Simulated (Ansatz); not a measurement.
The reference is TiO2 in the rutile structure (space group P4_2/mnm, No. 136; a = 4.5916 Å, c = 2.9391 Å).

Levels (all Ansatz, a quantum-chemistry and plane-wave program, PAW, earlier PAW set): PBEsol (420 eV, scalar-relativistic without spin-orbit coupling); HSE06 (420 eV, spin-orbit coupling left out).

Its gap is 1.87 eV with PBEsol and 3.40 eV with HSE06.

Perturbation: an isotropic linear strain of −2.43 %, atoms relaxed at fixed cell.

With PBEsol the gap becomes 1.95 eV.

Task: If the HSE06 correction stayed the same, what would the HSE06 gap be, and what does the HSE06 run give?

Result: A rigid correction of +1.53 eV gives 3.48 eV. The HSE06 run gives 3.53 eV, so the correction itself changes by +0.05 eV.

Single points use the geometry relaxed with PBEsol. Whether these cells are dynamically stable was not tested. All final runs are without spin polarisation.
